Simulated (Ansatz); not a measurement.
Ansatz (a quantum-chemistry and plane-wave program) run on SbAs (R3m, 2 atoms in the cell): self-consistent single point

Computed with LDA (PW92), default PAW files made with PBE (plane waves; Ansatz).

This input was run:

Ansatz 0.2 input:
```yaml
# SbAs
crystal:
  lattice:
    - [2.026617, 1.170068, 3.705443]
    - [-2.026617, 1.170068, 3.705443]
    - [0.000000, -2.340135, 3.705443]
  atoms:
    - { symbol: Sb, position: [0.233598, 0.233598, 0.233598] }
    - { symbol: As, position: [0.770897, 0.770897, 0.770897] }
basis:
  ecutwfc: 420.0
kpoints:
  mp_grid: { grid: [10, 10, 10] }
hamiltonian:
  xc: lda
  pseudopotentials: { kind: paw }
scf:
  occupations: { method: fermi_dirac, width: 0.1 }
output:
  forces: true
  eigenvalues: true
  stress: true
```

The program printed (abridged):

```
WARN ansatz: RAYON_NUM_THREADS=1 ignored (pool sized by the plan → 1); use --threads N
Pseudopotentials: kind: paw
Pseudopotential: Sb, paw, valence charge 15
Pseudopotential: As, paw, valence charge 15
Crystal: 2 atoms, lattice volume = 52.720 Å³
Basis set: ecut = 420 eV, 1015 PW (Γ)
Bands: 19, of which v1, the nominal top of the filled ones, is band 15 counted from 1 (14 counted from 0)
Symmetry: 6 space group operations
Space group: R3m (ITA 160), of the structure as read, at distance tolerance 3.7e-5 Å
k-points: 116 of 1000 (time reversal used)
PAW frozen core: Sb, regenerated for the run's functional, and the local potential with it
PAW frozen core: As, regenerated for the run's functional, and the local potential with it
Initial density: superposition of atomic densities (neutral atoms: chi_scale 0, normalization atom), corrected by the library's trained network
Initial wavefunctions: pseudopotential atomic-orbital guess
Eigensolver: davidson
Functional: x = slater, c = lda
SCF iter   1: F=—  HF=-11109.477073 eV  |F-HF|=—  |Δ(HF+E_count)|=         —  Δρ=5.74e-3  dr2=1.08e-2  ethr=1.77e-3  ⟨swp⟩=5.7  Hψ=10814  notcnv=0
all-band conjugate gradients solve this SCF's bands
preconditioner: auto → Kerker (q_TF=auto, 2.484 Å⁻¹)
SCF iter   2: F=—  HF=-11109.472879 eV  |F-HF|=—  |Δ(HF+E_count)|=   4.19e-3  Δρ=3.23e-3  dr2=3.30e-3  ethr=3.62e-5  ⟨swp⟩=1.6  Hψ=3238  notcnv=0
SCF iter   3: F=—  HF=-11109.471805 eV  |F-HF|=—  |Δ(HF+E_count)|=   1.07e-3  Δρ=4.74e-4  dr2=1.86e-4  ethr=1.10e-5  ⟨swp⟩=2.9  Hψ=3501  notcnv=0
SCF iter   4: F=—  HF=-11109.471734 eV  |F-HF|=—  |Δ(HF+E_count)|=   7.19e-5  Δρ=2.08e-4  dr2=3.18e-5  ethr=6.20e-7  ⟨swp⟩=2.0  Hψ=3928  notcnv=0
SCF iter   5: F=—  HF=-11109.471719 eV  |F-HF|=—  |Δ(HF+E_count)|=   1.48e-5  Δρ=4.54e-5  dr2=1.70e-6  ethr=1.06e-7  ⟨swp⟩=2.0  Hψ=3948  notcnv=0
SCF iter   6: F=—  HF=-11109.471718 eV  |F-HF|=—  |Δ(HF+E_count)|=   9.04e-7  Δρ=2.50e-5  dr2=5.46e-7  ethr=5.66e-9  ⟨swp⟩=2.0  Hψ=3948  notcnv=0
SCF iter   7: F=-11109.471718 eV  HF=-11109.471718 eV  |F-HF|=1.72e-8  |Δ(HF+E_count)|=   2.16e-7  Δρ=8.88e-6  dr2=7.66e-8  ethr=3.33e-10  ⟨swp⟩=3.1  Hψ=9068  notcnv=0
SCF 1 converged in 7 iterations: F = -11109.471718 eV  dr2 = 7.66e-8
SCF converged after 7 iterations
Free energy (F): -11109.471718 eV
Harris-Foulkes:  -11109.471718 eV  (|F-HF|=1.72e-8)
Internal energy: -11109.461725 eV  (E = F + TS)
E sigma→0 (E₀):  -11109.466721 eV
Entropy (-TS):   -0.009993 eV (-4.996 meV/atom)
Fermi energy:    9.687391 eV
--- Per-component energies (eV) ---
  E_band       = -420.449823
  E_kinetic    = 310.673314
  E_local      = -3338.885162  (includes V_loc(G=0)·N_el)
  E_nonlocal   = -299.524003
  E_hartree    = 1675.268476
  E_xc         = -216.686234
  E_vxc        = -176.642738  (∫ρ·V_xc dr)
  E_paw        = -6179.205223  (= ΣΔE_a)
  E_vpaw       = -266.603848  (= ΣTr[D̂ρ^β])
  E_aug_tail   = 0.000007  (compensation charges beyond the density's cutoff)
  E_ewald      = -3063.736954
  E_core_change = 2.634054  (= ΣΔE_core)
  E_smearing   = -0.009993  (= −TS)
  E_closure    = 0.000000  (closes the sum)
  Σ components = -11109.471718   (vs F -11109.471718, Δ=0.00e0)
--- Forces (eV/Å), atoms counted from 1 ---
  atom   1  Sb     0.00000000    -0.00000001    -0.20661374
  atom   2  As    -0.00000000     0.00000001     0.20661675
  max |Σ_I F_I| component: 3.01e-6 eV/Å
--- Stress (GPa, compression-positive) ---
       -3.036115       0.000000       0.000000
       -0.000000      -3.036115      -0.000000
       -0.000000      -0.000000      -4.144846
  P = ⅓ Tr σ = -3.4057 GPa (-34.057 kbar)
  The stress holds the Pulay correction. Without it, at fixed plane waves, as pw.x and ABINIT print it: P = -3.4407 GPa
--- Band table (eV; the first three rows and the last of 116) ---
  k-point 0: bands = ["-26.3414", "-26.3414", "-26.3331", "-26.3331", "-26.3288", "-19.5818", "-19.5818", "-19.5559", "-19.5559", "-19.5497", "-3.9083", "4.0417", "7.3503", "7.9878", "7.9878", "11.8034", "12.5988", "12.5988", "15.7755"]
  k-point 1: bands = ["-26.3414", "-26.3413", "-26.3331", "-26.3331", "-26.3287", "-19.5821", "-19.5810", "-19.5563", "-19.5562", "-19.5491", "-3.7927", "3.6629", "7.4190", "7.9353", "7.9819", "11.8379", "12.2596", "12.3756", "15.1388"]
  k-point 2: bands = ["-26.3413", "-26.3410", "-26.3330", "-26.3330", "-26.3286", "-19.5827", "-19.5789", "-19.5570", "-19.5567", "-19.5475", "-3.4502", "2.7293", "7.4122", "7.8130", "8.1727", "11.3460", "11.6870", "11.8136", "14.9983"]
  k-point 115: bands = ["-26.3413", "-26.3413", "-26.3327", "-26.3327", "-26.3286", "-19.5833", "-19.5833", "-19.5540", "-19.5540", "-19.5479", "-2.6003", "0.2777", "8.3719", "8.3719", "9.1639", "10.3300", "10.3300", "11.1148", "16.9777"]
```

The run converged in 7 iterations.

The starting cell comes from a database of computed structures (which also holds hypothetical and non-ambient phases and stackings), without a prior relaxation at this level. Its lattice was rescaled by up to half a per cent. One atom was moved a little off its site on purpose. Spin-orbit coupling is off. With a pressure of about -3 GPa the cell is away from its equilibrium volume at this level. Ansatz's pressure includes its estimate of the finite-basis (Pulay) stress. The run gives no clean gap (levels at the Fermi energy touch, overlap or are partly filled at this smearing), which alone does not show that the compound is a metal.
